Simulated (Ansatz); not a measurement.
Thickness series in hypothetical rock salt PdGe

Start from PdGe in the rock salt structure (space group Fm-3m, No. 225; a = 5.215 Å; a hypothetical phase, not in the database extracts checked). Axes: x, y, z lie along the cube axes.

Free-standing slabs (2 atom(s) a layer) normal to the z axis with 15 Å of vacuum; in-plane cell held at bulk.

Computed with PBE/PAW in Ansatz (a program for electronic structure), without spin-orbit coupling.

Notes on the quantities. layer's space group: with vacuum.

```csv
change,layer's space group,thickness between the outermost nuclei,shortest interatomic distance
base,–,–,2.607 Å
1 layer,P4/mmm (No. 123),–,2.607 Å
2 layers,P4/nmm (No. 129),2.91 Å,?
3 layers,P4/mmm (No. 123),5.24 Å,?
4 layers,P4/nmm (No. 129),8.14 Å,2.442 Å
5 layers,P4/mmm (No. 123),10.97 Å,2.460 Å
6 layers,P4/nmm (No. 129),13.22 Å,?
7 layers,P4/mmm (No. 123),16.47 Å,?
```

Task: Complete the table.

Result: 
- 2 layers, shortest interatomic distance: 2.524 Å
- 3 layers, shortest interatomic distance: 2.551 Å
- 6 layers, shortest interatomic distance: 2.432 Å
- 7 layers, shortest interatomic distance: 2.455 Å

Whether these cells are dynamically stable was not tested. The final runs are not spin-polarised.
